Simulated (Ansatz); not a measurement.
Ansatz (a program for electronic structure) run on AlCr2C (P6_3/mmc, 8 atoms in the cell): relaxation of cell and atoms.

Level of theory: PBE, PAW files (plane waves; Ansatz).

```
CELL_PARAMETERS angstrom
      2.82510     0.00000     0.00000
     -1.41255     2.44661     0.00000
      0.00000     0.00000    12.60137
ATOMIC_POSITIONS crystal
  Al 0.66667 0.33333 0.25000
  Al 0.33333 0.66667 0.75000
  Cr 0.33333 0.66667 0.41494
  Cr 0.66667 0.33333 0.58506
  Cr 0.66667 0.33333 0.91494
  Cr 0.33333 0.66667 0.08506
  C  0.00000 0.00000 0.50000
  C  0.00000 0.00000 0.00000
```

Reference input (self-consistent single point, DFT, PBE, plane waves, PAW files): basis.ecutwfc = 420 eV; kpoints.mp_grid.grid = 9 9 2; hamiltonian.xc = pbe; hamiltonian.pseudopotentials = {kind: paw} (the program's default PAW files); scf.occupations.method = fermi_dirac; scf.occupations.width = 0.136 eV. This run's input differs from it in these lines:

```diff
@@ -23,2 +23,4 @@
   occupations: { method: fermi_dirac, width: 0.136 }
+relax:
+  cell: {}
 output:
```

Output (repeated stretches shortened):

```
   [... SCF lines of the steps left out ...]
relax step   1: F+E_penalty+E_count = -15089.52628684 eV  Δ(F+E_penalty+E_count) = +0.000e0 eV  max|allowed force component| = 1.337e-2 eV/Å  Δτ_max = 0.0000 Å  P = +4.176 GPa  Ω = 87.100 Å³  (9 SCF iters, dr2 threshold 1.00e-7 eV, accepted)
relax step   2: F+E_penalty+E_count = -15089.54807512 eV  Δ(F+E_penalty+E_count) = -2.179e-2 eV  max|allowed force component| = 6.276e-2 eV/Å  Δτ_max = 0.0100 Å  P = +0.918 GPa  Ω = 88.611 Å³  energy of the carried Pulay correction = -1.380e-3 eV  [...]
relax step   3: F+E_penalty+E_count = -15089.54889739 eV  Δ(F+E_penalty+E_count) = -8.223e-4 eV  max|allowed force component| = 1.667e-2 eV/Å  Δτ_max = 0.0002 Å  P = +0.080 GPa  Ω = 88.939 Å³  energy of the carried Pulay correction = -1.676e-3 eV  [...]
relax step   4: F+E_penalty+E_count = -15089.54890913 eV  Δ(F+E_penalty+E_count) = -1.174e-5 eV  max|allowed force component| = 4.146e-3 eV/Å  Δτ_max = 0.0005 Å  P = +0.006 GPa  Ω = 88.954 Å³  energy of the carried Pulay correction = -1.689e-3 eV  [...]
relax step   5: F+E_penalty+E_count = -15089.55063404 eV  Δ(F+E_penalty+E_count) = -1.725e-3 eV  max|allowed force component| = 4.026e-3 eV/Å  Δτ_max = 0.0000 Å  P = +0.024 GPa  Ω = 88.954 Å³  stress off target by 3.89e-2 GPa  SCF on the basis [...]
basis re-selected at this cell: Δ(F+E_penalty+E_count) = -1.725e-3 eV, ΔP = +0.018 GPa vs the last step
the relaxation is at rest under the 24 symmetry operations that the run kept from its start: a minimum is not shown …
Free energy (F): -15089.550634 eV
Internal energy: -15089.128047 eV  (E = F + TS)
E sigma→0 (E₀):  -15089.339340 eV
Entropy (-TS):   -0.422587 eV (-52.823 meV/atom)
Fermi energy:    14.755057 eV
--- Forces (eV/Å), atoms counted from 1 ---
  atom   1  Al    -0.00000000     0.00000000     0.00000000
   [... lines left out ...]
  cell:  # Å, volume = 88.9535 Å³
   [... lines left out ...]
    - { symbol: Cr, position: [0.6666666666666666, 0.3333333333333334, 0.9156812714467516] }
    - { symbol: Cr, position: [0.3333333333333333, 0.6666666666666667, 0.08431872855324862] }
    - { symbol: C, position: [9.62964972193618e-35, 1.2135747836019497e-34, 0.5] }
    - { symbol: C, position: [-3.3697233532605145e-34, 4.263911401844691e-35, 3.250885748726629e-17] }
```

The run converged.  The full log also holds: “iter 4 did not close the SCF: its close was put off for the readings that it lacked (scf_convergence_deferred on its scf_iter line)”. The full log also holds: “iter 5 did not close the SCF: its close was put off for the readings that it lacked (scf_convergence_deferred on its scf_iter line)”.

Summary of the result:
Free energy E − TS (on the zero of these files): -15089.5506 eV
Fermi level (on the code's own zero): 14.76 eV
Pressure: 0.02 GPa
Largest force (vector length): 0.004 eV/Å
Final cell: a = 2.8413 Å, b = 2.8413 Å, c = 12.7234 Å, α = 90.00°, β = 90.00°, γ = 120.00°
Final volume per atom: 11.12 Å³
Relaxation steps: 5

The starting cell comes from a database of computed structures (which also holds hypothetical and non-ambient phases and stackings), without a prior relaxation at this level. Spin polarisation is off. The relaxation keeps the symmetry of its start, so its end need not be a minimum. Ansatz's pressure includes its estimate of the finite-basis (Pulay) stress.

Keys are those of Ansatz 0.2.
